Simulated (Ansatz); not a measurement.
Nb, response to strain

The parent structure is Nb in the bcc (W type) structure (space group Im-3m, No. 229; a = 3.2729 Å; relaxed with 0.1 eV smearing). Axes: x, y, z lie along the cube axes.

Strains are applied to the cell and any free atomic positions relax; under biaxial strain the out-of-plane vector relaxes too; under stress the whole cell relaxes.

Calculations: PBEsol/PAW in Ansatz (a program for electronic structure), without spin-orbit coupling, earlier PAW set.

Candidates:
(a) biaxial strain −0.85 %, plane normal [001], relaxed out of plane
(b) uniaxial stress, 8 GPa compression along x
(c) isotropic strain +1.26 %

Notes on the quantities. energy relative to the base: free energy F.

Problem. Order them by energy relative to the base, lowest first.

Solution. (a) biaxial strain −0.85 %, plane normal [001], relaxed out of plane (+2.1 meV/atom), (c) isotropic strain +1.26 % (+14 meV/atom), (b) uniaxial stress, 8 GPa compression along x (+22 meV/atom)

Beyond what the load breaks, stability against distortions was not tested. The final runs are not spin-polarised.
